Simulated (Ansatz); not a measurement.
Subject: the reaction energy. Reaction: NaI (rock salt) + CH3Cl (gas) → NaCl (rock salt) + CH3I (gas). A negative value means that the right-hand side lies lower.

NaCl (rock salt, Fm-3m), 2 atoms in the cell, k-point mesh 10×10×10 on the run's own vectors.
```xyz
2
Lattice="0.0000 2.8463 2.8463 2.8463 0.0000 2.8463 2.8463 2.8463 0.0000" Properties=species:S:1:pos:R:3 pbc="T T T"
Na     0.0000     0.0000     0.0000
Cl     2.8463     2.8463     2.8463
```

NaI (rock salt, Fm-3m), 2 atoms in the cell, k-point mesh 10×10×10 on the run's own vectors.
```yaml
crystal:
  lattice:
    - [0.00000, 3.26301, 3.26301]
    - [3.26301, 0.00000, 3.26301]
    - [3.26301, 3.26301, 0.00000]
  atoms:
    - { symbol: Na, position: [0.00000, 0.00000, 0.00000] }
    - { symbol: I, position: [0.50000, 0.50000, 0.50000] }
```

An isolated CH3I molecule (singlet) in a box of 14 × 13 × 14 Å.
```xyz
5

C     -0.2335    -0.0051    -0.0060
I      1.9173     0.0422     0.0491
H     -0.5266    -0.8049    -0.6881
H     -0.5833    -0.2000     1.0091
H     -0.5738     0.9679    -0.3641
```

An isolated CH3Cl molecule (singlet) in a box of 13 × 13 × 14 Å.
```xyz
5

C      0.0000     0.0000    -0.1501
Cl     0.0000     0.0000     1.6399
H      0.0000     1.0370    -0.4966
H      0.8981    -0.5185    -0.4966
H     -0.8981    -0.5185    -0.4966
```

Computed with Ansatz (plane waves, PAW), its PAW set soft_1, cutoff 420 eV. The structures are at rest with PBE; other levels are single points on them. HSE06 runs on coarser k-point meshes, mended by the PBE difference between the two meshes. Neutral cells; Fermi-Dirac smearing of at most 0.05 eV in the solids, energies taken to zero width. The lattices are those relaxed with PBE, so at other levels the solids can be strained, which adds to the spread. A dispersion term (D3(BJ), or D4 for r2SCAN) was computed beside these levels and is taken off wherever the name lacks it. Space groups of crystals are read within 0.01 Å. Nuclei at rest; no vibrational terms. The structures are the rest points that the relaxations reached, not proven lowest. The runs are scalar-relativistic, without spin-orbit coupling.

### Question
Estimate the value that HSE06 returns for this input.

### Answer
-0.23 eV, for NaI (rock salt) + CH3Cl (gas) → NaCl (rock salt) + CH3I (gas).

### Question
How does the value move with the functional?

### Answer
```tsv
Level	value (eV)	less HSE06
PBE	-0.28	-0.05
```

The levels shown span 0.05 eV, from PBE (-0.28) to HSE06 (-0.23).

Ansatz is a first-principles code.
